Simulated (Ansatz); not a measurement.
Start from BaTiO₃ (space group P4mm, No. 99; a = 3.972 Å, c = 4.113 Å). Axes: x, y, z lie along a, b, c of the conventional cell.

Calculations: r2SCAN (Ansatz, a quantum-chemistry and plane-wave program; PAW; 500 eV plane waves; no SOC).

Before the change:

The width of the top valence band comes out as 1.30 eV and the gap character is indirect, A → Γ. The band gap is 2.23 eV.

The change: biaxial strain −0.56 %, plane normal [001], relaxed out of plane (Cartesian); in-plane vectors clamped, the third vector and the atoms free.

Question: Estimate the effect on the width of the top valence band.

Answer: The width of the top valence band goes up by 0.08 eV (1.30 eV → 1.38 eV).

Question: Predict the new gap character.

Answer: The gap character is still indirect, A → Γ.

Question: How does this affect the in-plane stress?

Answer: The mean in-plane stress (compression positive) is +1.6 GPa.

Question: What happens to the band gap?

Answer: The band gap goes up by 0.02 eV (2.23 eV → 2.25 eV).

Question: What happens to the out-of-plane strain?

Answer: The out-of-plane strain is +0.85 %.

Whether these cells are dynamically stable was not tested. All final runs are without spin polarisation.
